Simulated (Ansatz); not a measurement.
**CdSe in the zinc blende structure (space group F-43m, No. 216)**

```
CdSe
1.0
    0.00000     3.06666     3.06666
    3.06666     0.00000     3.06666
    3.06666     3.06666     0.00000
Se Cd
1 1
Direct
  0.75000   0.75000   0.75000
  0.00000   0.00000   0.00000
```

Level of theory: r2SCAN, PAW, 500 eV (Ansatz, a quantum-chemistry and plane-wave program; no SOC), earlier PAW set. Settings: 9×9×9 k-points, 0.05 eV Fermi–Dirac smearing.

The volume per atom comes out as 28.84 Å³ and the density is 5.51 g/cm³. The band gap is 1.03 eV, direct at Γ, the electron mass comes out as 0.093 mₑ and the hole mass (degenerate bands, along [100]) is 0.098, 0.70, 0.70 mₑ. The lowest conduction-band minima above the VBM comes out as Γ 1.03 eV and the total energy comes out as -6873.956 eV/atom (σ→0; compares only within this code and set-up).

Masses are band curvatures over ±0.01 Å⁻¹ around the edge. Whether these cells are dynamically stable was not tested.
